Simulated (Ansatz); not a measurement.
Start from TaN in the rock salt structure (space group Fm-3m, No. 225; a = 4.375 Å).

Structures relaxed with PBEsol (Ansatz, a program for electronic structure, PAW, no spin-orbit coupling), earlier PAW set.

Base:

Simulated powder pattern, Mo Kα, λ = 0.71073 Å (kinematic, ideal powder, no thermal factors, no anomalous dispersion; the 10 strongest lines at most, above 2 %, up to 2θ = 40°):

```tsv
2θ (°)	I/Imax (%)	hkl
16.18	100	(111)
18.70	69	(200)
26.57	52	(220)
31.26	52	(311)
32.69	18	(222)
37.92	8.5	(400)
```

After one change:

Simulated powder pattern, Mo Kα, λ = 0.71073 Å (kinematic, ideal powder, no thermal factors, no anomalous dispersion; the 10 strongest lines at most, above 2 %, up to 2θ = 40°):

```json
[
 {"2θ (°)": "13.24", "I/Imax (%)": "26"},
 {"2θ (°)": "15.29", "I/Imax (%)": "100"},
 {"2θ (°)": "21.70", "I/Imax (%)": "80"},
 {"2θ (°)": "25.50", "I/Imax (%)": "16"},
 {"2θ (°)": "26.65", "I/Imax (%)": "30"},
 {"2θ (°)": "30.87", "I/Imax (%)": "14"},
 {"2θ (°)": "33.72", "I/Imax (%)": "6.9"},
 {"2θ (°)": "34.62", "I/Imax (%)": "40"},
 {"2θ (°)": "38.05", "I/Imax (%)": "30"}
]
```

Task: What was done to the base?
A) Ta → Be
B) N → Br
C) Ta → Hf

Result: B, N → Br. Its volume per atom is 19.04 Å³ against 10.46 Å³, and its space group is Fm-3m (No. 225).

Whether these cells are dynamically stable was not tested. As relaxed here, TaBr and BeN are hypothetical phases, not in the database extracts checked. No Hubbard U is applied, and correlation can decide whether such a compound is a metal. The final runs are not spin-polarised. An odd electron count without spin: BeN and HfN. TaBr has a high density of states at the Fermi level and may be magnetic at this level. This is not the structure that TaN has at room temperature and ambient pressure.
